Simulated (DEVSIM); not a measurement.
Structure: illuminated Si n-on-p cell, one wavelength, with a back-surface field, at 300 K.

```csv
layer (left to right),material,thickness (μm),Nd (cm⁻³),Na (cm⁻³),τn (s),τp (s),absorption coefficient (cm⁻¹)
1,Si,0.0770,1.3e19,-,3.6e-6,5.3e-6,15000
2,Si,98.0,-,8.9e15,2.4e-5,2.4e-5,15000
3,Si,0.120,-,5.1e18,2.4e-5,2.4e-5,15000
```

Left contact: ohmic, minority hole recombination velocity 300 cm/s. Right contact: ohmic, minority electron recombination velocity 60 cm/s. Voltage is applied to the left contact. Recombination: SRH at mid-gap, radiative, Auger. Light enters at the left, 2.7e17 photons cm⁻² s⁻¹, one pass, no reflection. Mobility is μmin + (μ − μmin)/(1 + (N/Nref)^α).

Constants are typed, rounded textbook-type inputs, not results; the design itself was drawn at random and stands for no fabricated device. Values at 300 K.

```tsv
parameter	Si
gap (eV)	1.124
affinity (eV)	4.05
permittivity	11.7
Nc (cm⁻³)	2.86e19
Nv (cm⁻³)	3.1e19
μn (cm²/Vs)	1417
μp (cm²/Vs)	470
μn,min	52
μp,min	45
Nref,n	9.7e16
Nref,p	2.2e17
αn	0.68
αp	0.72
B (cm³/s)	4.7e-15
Cn (cm⁶/s)	2.8e-31
Cp (cm⁶/s)	9.9e-32
```

DEVSIM, 1D drift-diffusion, Boltzmann statistics, complete ionisation; no tunnelling, impact ionisation, image-force lowering or self-heating.

The thickness of layer 1 was swept, all else fixed.

```csv
thickness of layer 1 (μm),short-circuit current (mA/cm²),share of generated pairs collected at short circuit
0.015,43.2,0.999
0.027,43.2,0.999
0.046,43.2,0.999
0.077,43.2,0.999
0.13,43.2,0.998
0.23,43.1,0.997
0.39,42.9,0.991
```

From the first row to the last the short-circuit current goes from 43.2 to 42.9. From the first row to the last the share of generated pairs collected at short circuit goes from 0.999 to 0.991.
